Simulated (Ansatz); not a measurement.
Take ZnS in the wurtzite structure (space group P6_3mc, No. 186; a = 3.845 Å, c = 6.306 Å) as the base. Axes: x lies along a and z along c of the hexagonal cell.

Method: PBE, PAW, 420 eV (Ansatz, an electronic-structure program; spin-orbit coupling left out), earlier PAW set.

The change: the cell is scaled by 0.9738 in all directions, atoms relaxed at fixed cell.

Task: Predict the stress tensor and what it implies for the stiffness.

Result: Stress of the strained cell less that of the base (GPa, compression positive):
```
   6.48    0.00    0.00
   0.00    6.48    0.00
   0.00    0.00    6.76
```

Then B = −ΔP/(ΔV/V₀) with ΔV/V₀ = -0.0766 gives secant stiffness values (nonlinear terms included at this strain): B (at held cell shape, above the free-shape value) ≈ 86 GPa.

As a check, the harmonic strain energy −½ V₀ Δσ:ε is 33 meV/atom; the computed energy rise is 29 meV/atom.

Whether these cells are dynamically stable was not tested.
